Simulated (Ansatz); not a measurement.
The parent structure is Al in the fcc (Cu type) structure (space group Fm-3m, No. 225; a = 4.0412 Å; relaxed with 0.1 eV smearing).

Level of theory: Kohn–Sham DFT with the PBE functional, run in Ansatz (a first-principles code) with PAW and 420 eV plane waves, scalar-relativistic without spin-orbit coupling.

Strains are applied to the cell and any free atomic positions relax.

One change was made to it. Results:

The pressure goes from zero to 3.9 GPa; the energy rises by 8.5 meV/atom.

Problem. Name the change that was made.
A) isotropic strain −1.00 %
B) isotropic strain +0.50 %
C) isotropic strain −1.50 %

Solution. C, isotropic strain −1.50 %. For comparison, the energy relative to the base in the other runs: isotropic strain +0.50 % gives +0.9 meV/atom; isotropic strain −1.00 % gives +3.7 meV/atom.

Whether these cells are dynamically stable was not tested.
